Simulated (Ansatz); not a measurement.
# Effect of pressure 9 GPa on HgTe

Base system: HgTe in the zinc blende structure (space group F-43m, No. 216; a = 6.510 Å).

It is then changed as follows: cell and atoms relaxed at a pressure of 9 GPa.

All numbers come from PBEsol in Ansatz (plane waves to 420 eV, PAW, no SOC). k-mesh 9×9×9 (Γ-centred); smearing 0.05 eV (Fermi–Dirac).

```json
[
 {"quantity": "volume per atom", "base": "34.48 Å³", "changed": "29.78 Å³", "shift": "-4.70 Å³"},
 {"quantity": "density", "base": "7.90 g/cm³", "changed": "9.15 g/cm³", "shift": "+1.25 g/cm³"},
 {"quantity": "shortest interatomic distance", "base": "2.819 Å", "changed": "2.684 Å", "shift": "-0.1344 Å"},
 {"quantity": "enthalpy H = E + PV relative to the base's energy", "base": "–", "changed": "+1.79 eV/atom", "shift": "–"},
 {"quantity": "band gap", "base": "zero", "changed": "zero", "shift": "–"}
]
```

Final structure:

```yaml
crystal:
  lattice:
    - [0.00000, 3.09969, 3.09969]
    - [3.09969, 0.00000, 3.09969]
    - [3.09969, 3.09969, 0.00000]
  atoms:
    - { symbol: Te, position: [0.75000, 0.75000, 0.75000] }
    - { symbol: Hg, position: [0.00000, 0.00000, 0.00000] }
```

The mesh was chosen for an insulator and is coarse for the gapless case. With Hg and Te present, leaving out spin-orbit coupling can change the band edges. Load acts through the strain it causes; cell and atoms are relaxed under it. Whether these cells are dynamically stable was not tested. Tetrahedral semiconductors of this kind turn to denser phases somewhere between about 1 and 50 GPa; those were not computed, so compressed cells here can lie past the real transition. All final runs are without spin polarisation. The zero or small gap of HgTe can change with the level of theory.

Ansatz is an electronic-structure program.
